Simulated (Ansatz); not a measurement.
## PbTe under a change: Pb → W

Consider PbTe in the rock salt structure (space group Fm-3m, No. 225; a = 6.4429 Å).

Now apply this change: every Pb is replaced by W, then cell and atoms are relaxed.

Calculations: Kohn–Sham DFT with the PBEsol functional, run in Ansatz (a program for electronic structure) with PAW and 420 eV plane waves, without spin-orbit coupling. Settings: 15×15×15 k-points, 0.05 eV Fermi–Dirac smearing, for the changed cell.

| quantity | base | changed | shift |
|---|---|---|---|
| lattice parameter a | 6.443 Å | 5.522 Å | -0.921 Å |
| shortest interatomic distance | 3.221 Å | 2.761 Å | -0.460 Å |
| band gap | 0.65 eV | zero | – |

Spin-orbit coupling, missing from the scalar runs, can matter with Pb and Te. Stability against distortions was not tested. As relaxed here, WTe is a hypothetical phase, not in the database extracts checked. The final runs are not spin-polarised. WTe has a high density of states at the Fermi level and may be magnetic at this level.
